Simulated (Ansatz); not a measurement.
Surface energy of faces of fcc Au in PBE and in LDA, in Ansatz (plane waves, PAW). Symmetric slabs relaxed with PBE from ideal cuts in 1x1 cells (the lowest computed cut and spin start of each face; real faces may reconstruct in larger cells); LDA values are single points on them, with the bulk at the same level. No spin-orbit coupling, no U.

```
face   PBE (J/m²)  LDA (J/m²)
-----  ----------  ----------
(100)        0.88        1.40
(110)        0.91        1.42
(111)        0.69        1.23
(210)        0.92        1.43
(211)        0.82        1.33
(221)        0.79        1.29
(310)        0.92        1.43
(311)        0.88           ?
(320)        0.93        1.44
```

Fit a straight line y = a·x + b by least squares to the 8 complete rows (x: PBE (J/m²); y: LDA (J/m²)).

the means are x̄ = 0.8575 and ȳ = 1.3713; Σ(x − x̄)² = 0.050350 and Σ(x − x̄)(y − ȳ) = 0.046225, so a = 0.918 and b = ȳ − a·x̄ = 0.584. The largest residual is 0.019.

What does the line predict for the withheld row, (311), and what did the calculation give?

the line gives 1.39; the calculation gave 1.39, a miss of 0.00, of the size of the fitted rows' scatter and rounding.

Ansatz is a program for electronic structure.
